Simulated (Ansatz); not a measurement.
**InSb (model structure, started from the BN type, Pm-3n, No. 223, 12 atoms in the cell): properties by level of theory**

| level (code) | lattice constant a (Å) | cohesive energy (eV/atom) |
|---|---|---|
| LDA (Ansatz) | … | … |
| PBE (Ansatz) | 8.180 | 2.51 |
| r²SCAN+rVV10 (Ansatz) | 8.050 | … |

Task: Some entries are withheld; supply them.

Result: 
- LDA (Ansatz, a quantum-chemistry and plane-wave program), lattice constant a (Å): 7.958
- LDA (Ansatz), cohesive energy (eV/atom): 3.29
- r²SCAN+rVV10 (Ansatz), cohesive energy (eV/atom): 2.73

Ansatz's density-functional and Hartree–Fock values are scalar-relativistic unless marked +SOC, with PAW data made under PBE.

Free atoms are spin-polarised, in the lowest state found; at levels without +SOC their spin–orbit coupling is left out.

Computed values are for the static lattice.

A model structure was made by putting elements into a prototype or built by hand; it is no filed structure, need not be a known phase, and can be a saddle point held by its symmetry.
